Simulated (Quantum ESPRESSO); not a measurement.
# A series of runs on CsHgCl3 (P1, 5 atoms in the cell)

```yaml
crystal:
  lattice:
    - [3.81307, 2.20148, 3.12669]
    - [-3.81307, 2.20148, 3.12669]
    - [0.00000, -4.40296, 3.12669]
  atoms:
    - { symbol: Cs, position: [0.00737, 0.01030, 0.01662] }
    - { symbol: Hg, position: [0.51616, 0.51996, 0.51534] }
    - { symbol: Cl, position: [0.51736, 0.51243, 0.01474] }
    - { symbol: Cl, position: [0.01455, 0.51683, 0.51900] }
    - { symbol: Cl, position: [0.52254, 0.01846, 0.51230] }
```

Base run A: Quantum ESPRESSO with PBEsol, GBRV 1.5 ultrasoft (PBESOL) pseudopotentials, self-consistent single point.

Its settings: ecutwfc = 40 Ry; ecutrho = 200 Ry; occupations = smearing; smearing = fd; degauss = 0.0073499 Ry; potentials = {Cs: cs_pbesol_v1.uspp.F.UPF, Hg: hg_pbesol_v1.uspp.F.UPF, Cl: cl_pbesol_v1.4.uspp.F.UPF}; K_POINTS = automatic 5 5 5 0 0 0; conv_thr = 1e-11 Ry; mixing_beta = 0.3.

The starting cell comes from a database of computed structures (which also holds hypothetical and non-ambient phases and stackings), without a prior relaxation at this level. Its atoms were displaced at random from the sites of space group no. 160. The run gives no clean gap (levels at the Fermi energy touch, overlap or are partly filled at this smearing), which alone does not show that the compound is a metal.

ΔF is the free energy per atom less that of run A. 

Runs:
- B: smearing: fd → gauss; degauss: 0.0073499 Ry → 0.0036749 Ry
- C: smearing: fd → gauss; degauss: 0.0073499 Ry → 0.02205 Ry
- D: degauss: 0.0073499 Ry → 0.0147 Ry
- E: smearing: fd → mp
- F: smearing: fd → mp; degauss: 0.0073499 Ry → 0.0147 Ry
- G: smearing: fd → cold; degauss: 0.0073499 Ry → 0.0036749 Ry
- H: smearing: fd → cold
- I: occupations: smearing → tetrahedra_opt; smearing: fd → default; degauss: 0.0073499 Ry → default

```csv
run,ΔF (meV/atom),pressure (GPa),largest force (eV/Å)
A,0.00,-2.00,0.060
B,1.40,-2.01,0.060
C,-0.20,-2.00,0.060
D,-4.5,-1.96,0.061
E,1.88,-2.01,0.060
F,2.1,-2.01,0.060
G,2.1,-2.01,0.060
H,2.7,-2.01,0.060
I,2.6,-2.01,0.057
```

Run D against A: The free energy falls by 4.5 meV/atom, the pressure moves little (-2.00 to -1.96 GPa) and the largest force moves little (0.060 to 0.061 eV/Å).

Run H against A: The free energy goes up by 2.7 meV/atom, the pressure hardly changes (-2.00 to -2.01 GPa) and the largest force stays at 0.060 eV/Å.

Run I against A: The free energy goes up by 2.6 meV/atom, the pressure hardly changes (-2.00 to -2.01 GPa) and the largest force moves little (0.060 to 0.057 eV/Å).
